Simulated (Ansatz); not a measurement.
**Hypothetical zinc blende PbTe, pressure series**

The reference is PbTe in the zinc blende structure (space group F-43m, No. 216; a = 7.284 Å; a hypothetical phase, not in the database extracts checked).

Cell and atoms are relaxed at each pressure.

Method: r2SCAN (Ansatz, a quantum-chemistry and plane-wave program, PAW, without spin-orbit coupling).

Task: Only one of these has no band gap. Which?
A) pressure 4.2 GPa
B) pressure 30 GPa
C) pressure 1.8 GPa

Result: B, pressure 30 GPa. Computed: pressure 1.8 GPa: 0.60 eV; pressure 30 GPa: zero; pressure 4.2 GPa: 0.41 eV

The mesh was chosen for an insulator and is coarse for the gapless case. With Pb and Te present, leaving out spin-orbit coupling can change the band edges. Load acts through the strain it causes; cell and atoms are relaxed under it. No phonon test of stability was made. Competing high-pressure phases were not computed. All final runs are without spin polarisation. A zero or small gap of PbTe under pressure 30 GPa can be the functional's error rather than a property of the material.
